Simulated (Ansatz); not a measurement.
## Sc2B (model structure, started from the Ca2N type, Fm-3m, No. 225, 3 atoms in the cell)

These are LDA (plane waves, PAW; Ansatz, a quantum-chemistry and plane-wave program) values and carry that method's errors.

Settings: plane-wave cutoff 520 eV, 18×18×18 k mesh, Fermi–Dirac smearing 0.05 eV, scalar-relativistic PAW data made under PBE.

Cell (relaxed at this level):

```
CELL_PARAMETERS angstrom
      2.05323     1.18543     3.35358
     -2.05323     1.18543     3.35358
      0.00000    -2.37087     3.35358
ATOMIC_POSITIONS crystal
  Sc 0.75001 0.75001 0.75001
  Sc 0.24999 0.24999 0.24999
  B  0.00000 0.00000 0.00000
```

```json
{
 "band_gap": "none",
 "bulk modulus B0": "100.0 GPa"
}
```

Note: the bulk modulus is −V dP/dV from two relaxed cells at ±2 % in volume; the relaxation could raise the start's symmetry but not lower it, so the cell can be a saddle point.

The computed numbers hold no vibrational or temperature effects.

A model structure was made by putting elements into a prototype or built by hand; it is no filed structure, need not be a known phase, and can be a saddle point held by its symmetry.
